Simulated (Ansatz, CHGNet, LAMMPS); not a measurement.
## Lattice constant a of CsCl-type NiAl: levels of theory against measurement

Reference value: 2.882 Å (measured, extrapolated to 0 K, zero-point anharmonic expansion removed (Haas, Tran, Blaha 2009); as tabulated in Levämäki et al. (2014), arXiv:1402.3671).

### Question
What do Lennard-Jones jacobson2022, CHGNet-r²SCAN, LDA, PBE, PBE-D3(BJ), PBE-D4, rVV10, r²SCAN, PBE0 give, and how far is each from the reference?

### Answer

| level (code) | value (Å) | error (%) |
|---|---|---|
| Lennard-Jones jacobson2022 (LAMMPS) | 3.030 | +5.14 |
| CHGNet-r²SCAN (CHGNet) | 2.862 | -0.69 |
| LDA (Ansatz) | 2.832 | -1.73 |
| PBE (Ansatz) | 2.893 | +0.38 |
| PBE-D3(BJ) (Ansatz) | 2.858 | -0.83 |
| PBE-D4 (Ansatz) | 2.861 | -0.73 |
| rVV10 (Ansatz) | 2.899 | +0.59 |
| r²SCAN (Ansatz) | 2.863 | -0.66 |
| PBE0 (Ansatz) | 2.863 | -0.66 |

Leaving aside Lennard-Jones jacobson2022, which can be fitted to such values or carry a doubt: Nearest, and too close to rank with a margin of 0.30 % (twice that across the reference) picked here for doubts on the reference and the settings: PBE (+0.38 %), rVV10 (+0.59 %), r²SCAN (-0.66 %), PBE0 (-0.66 %), CHGNet-r²SCAN (-0.69 %), PBE-D4 (-0.73 %), PBE-D3(BJ) (-0.83 %). Farthest off: LDA (-1.73 %). Of these only PBE lands within 0.5 %.

The crystal itself was run without spin with LDA, PBE, PBE-D3(BJ), PBE-D4, rVV10, r²SCAN, PBE0. Lennard-Jones jacobson2022: the pair parameters belong to the elements and are mixed by rule. Lennard-Jones jacobson2022: pair potentials favour close packing, so symmetry can be all that holds this lattice. PBE0: the run has no spin polarisation, so it can have missed a magnetic state. Cutoffs and k meshes differ between the levels. Ansatz's density-functional and Hartree–Fock values are scalar-relativistic unless marked +SOC, with PAW data made under PBE.

Empirical potentials (Lennard-Jones jacobson2022) are fitted to chosen data, which need not cover the solid at hand: agreement can be built in, and what lay outside the fit can be far off. Machine-learned potentials (CHGNet-r²SCAN) are trained on DFT data, which may include these solids.

Differences are worked out from the printed values.

Ansatz is a program for electronic structure.
